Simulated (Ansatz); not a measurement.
Checking a run of Ansatz (an electronic-structure program) on Ta (Im-3m, 1 atom in the cell). The aim is a self-consistent single point with DFT, LDA (PW92), plane waves, default PAW files made with PBE.

Cell that was meant: a = 2.8822 Å, b = 2.8822 Å, c = 2.8822 Å, α = 109.47°, β = 109.47°, γ = 109.47°.

Part of the input:

Ansatz 0.2 input:
```yaml
  atoms:
    - { symbol: Ta, position: [0.00000000, 0.00000000, 0.00000000] }
basis:
  ecutwfc: 145.0
kpoints:
  mp_grid: { grid: [18, 18, 18], shift: [0.5, 0.5, 0.5] }
hamiltonian:
```

Log, with long lists cut:

```
   [... lines left out ...]
k-points: 190 of 5832
PAW frozen core: Ta, regenerated for the run's functional, and the local potential with it
Initial density: superposition of atomic densities (neutral atoms: chi_scale 0, normalization atom), corrected by the library's trained network
Initial wavefunctions: pseudopotential atomic-orbital guess
Eigensolver: davidson
Functional: x = slater, c = lda
SCF iter   1: F=—  HF=-9673.249621 eV  |F-HF|=—  |Δ(HF+E_count)|=         —  Δρ=1.22e-1  dr2=1.48e0  ethr=1.77e-3  ⟨swp⟩=3.9  Hψ=10065  notcnv=0
all-band conjugate gradients solve this SCF's bands
preconditioner: auto → none
SCF iter   2: F=—  HF=-9672.441350 eV  |F-HF|=—  |Δ(HF+E_count)|=   8.08e-1  Δρ=5.16e-2  dr2=1.92e-1  ethr=1.77e-3  ⟨swp⟩=2.0  Hψ=5643  notcnv=0  defer=57
SCF iter   3: F=—  HF=-9672.337743 eV  |F-HF|=—  |Δ(HF+E_count)|=   1.04e-1  Δρ=8.27e-3  dr2=4.31e-3  ethr=1.48e-3  ⟨swp⟩=2.8  Hψ=3981  notcnv=0  defer=57
SCF iter   4: F=—  HF=-9672.336068 eV  |F-HF|=—  |Δ(HF+E_count)|=   1.68e-3  Δρ=3.24e-4  dr2=7.14e-6  ethr=3.31e-5  ⟨swp⟩=1.0  Hψ=2033  notcnv=0  defer=57
SCF iter   5: F=—  HF=-9672.336066 eV  |F-HF|=—  |Δ(HF+E_count)|=   2.11e-6  Δρ=2.21e-5  dr2=6.79e-8  ethr=5.49e-8  ⟨swp⟩=1.8  Hψ=2244  notcnv=0  defer=57
SCF iter   6: F=-9672.336065 eV  HF=-9672.336065 eV  |F-HF|=1.64e-11  |Δ(HF+E_count)|=   3.31e-8  Δρ=7.31e-7  dr2=5.19e-11  ethr=5.22e-10  ⟨swp⟩=3.0  Hψ=6784  notcnv=0
SCF 1 converged in 6 iterations: F = -9672.336065 eV  dr2 = 5.19e-11
Free energy (F): -9672.336065 eV
Internal energy: -9672.329346 eV  (E = F + TS)
E sigma→0 (E₀):  -9672.332706 eV
Entropy (-TS):   -0.006719 eV (-6.719 meV/atom)
Fermi energy:    18.096396 eV
--- Forces (eV/Å), atoms counted from 1 ---
  atom   1  Ta     0.00000000    -0.00000000     0.00000000
--- Stress (GPa, compression-positive) ---
      -36.222741      -0.000000       0.000000
        0.000000     -36.222741      -0.000000
        0.000000       0.000000     -36.222741
  P = ⅓ Tr σ = -36.2227 GPa (-362.227 kbar)
  The stress holds the Pulay correction. Without it, at fixed plane waves, as pw.x and ABINIT print it: P = -319.9844 GPa
```

### Question
Is anything amiss in this input, and did it matter?

### Answer
The run is not sound. The fault is a basis or grid far too coarse for these potentials. Far below the cutoff that the potentials were made for, the basis cannot represent the orbitals near the nuclei, and energies, forces and above all the stress go wrong. To fix it, restore the cutoff that the potentials need and check convergence. The run converged in 6 iterations without an error; against the sound input the free energy goes up by 10.2 eV/atom and the pressure goes from -12.94 to -36.22 GPa. At a fixed set of plane waves, without the program's Pulay estimate, the pressure is -319.98 GPa against -12.98 GPa.

The sound input it was made from differs as follows (other fixes are possible):
```diff
-  ecutwfc: 145.0
+  ecutwfc: 420.0
```

With that input, the run converged in 6 iterations: free energy E − TS (on the zero of these files) -9682.5616 eV; Fermi level (on the code's own zero) 17.79 eV; pressure -12.94 GPa (DFT, LDA (PW92), plane waves, default PAW files made with PBE).

On the sound input: the starting cell comes from a database of computed structures (which also holds hypothetical and non-ambient phases and stackings), without a prior relaxation at this level. Its lattice was rescaled by a random factor within 2.5 % of one. Spin polarisation is off. With a pressure of about -13 GPa the cell is away from its equilibrium volume at this level. Ansatz's pressure includes its estimate of the finite-basis (Pulay) stress.
